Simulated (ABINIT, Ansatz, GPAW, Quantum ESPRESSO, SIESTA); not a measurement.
**One structure in several programs: Ta (Im-3m, 1 atom in the cell)**

Self-consistent single point.

```
Ta
1.0
   -1.65000     1.65000     1.65000
    1.65000    -1.65000     1.65000
    1.65000     1.65000    -1.65000
Ta
1
Direct
  0.00000   0.00000   0.00000
```

All programs got the same cell, k-point mesh and kind of occupations (in Ansatz's words: kpoints.mp_grid.grid = 14 14 14; scf.occupations.method = fermi_dirac; scf.occupations.width = 0.05 eV); potentials, basis and cutoffs are each program's usual ones.

```json
[
 {"code": "SIESTA", "model": "GGA PBE, numerical atomic orbitals TZP, PseudoDojo PBE standard norm-conserving potentials (rewritten from UPF to PSML)", "pressure (GPa)": "2.94", "k-points": "1484", "cutoff": "grid 400 Ry"},
 {"code": "Quantum ESPRESSO", "model": "PBE, PSlibrary ultrasoft (PBE) pseudopotentials", "pressure (GPa)": "2.20", "k-points": "104", "cutoff": "50 Ry"},
 {"code": "GPAW", "model": "PBE, GPAW PAW datasets PBE (gpaw-data 1.0.1)", "pressure (GPa)": "3.82", "k-points": "104", "cutoff": "600 eV"},
 {"code": "ABINIT", "model": "PBE, norm-conserving pseudopotentials (PseudoDojo nc-sr-05 PBE standard)", "pressure (GPa)": "3.51", "k-points": "104", "cutoff": "58 Ry"},
 {"code": "Ansatz", "model": "PBE, default PAW files", "pressure (GPa)": "3.50", "k-points": "104", "cutoff": "420 eV"}
]
```

The spread over the programs that give each value: pressure within 1.62 GPa.

The starting cell has typed, rounded lattice constants, without a prior relaxation at this level. On Ansatz's run: Spin-orbit coupling is off. Spin polarisation is off. In the base run, with a pressure of about 4 GPa the cell is away from its equilibrium volume at this level.

### Question
Why do the programs differ, and what cannot be compared?

### Answer
Differences of this kind can come from the potentials, where these differ, and from what each basis and cutoff leave unconverged. The zero of total energies and Fermi levels follows the potentials and each program's conventions, so they are not compared here. SIESTA uses small atom-centred bases, whose incompleteness enters pressures, forces and empty levels differently from a plane-wave cutoff. Ansatz's pressure is given at a fixed set of plane waves, as the other plane-wave codes print theirs; with its correction for the finite basis it is 3.56 GPa. The programs reduce the same mesh by symmetry to different extents, which changes the work and not the result. In the pressure, Quantum ESPRESSO (by 1.30) lies more than 1 GPa from the median of the plane-wave programs.

Left out of this page: Elk and FLEUR (not drawn, or without a comparable value).

Ansatz is a quantum-chemistry and plane-wave program.

Keys are those of Ansatz 0.2.
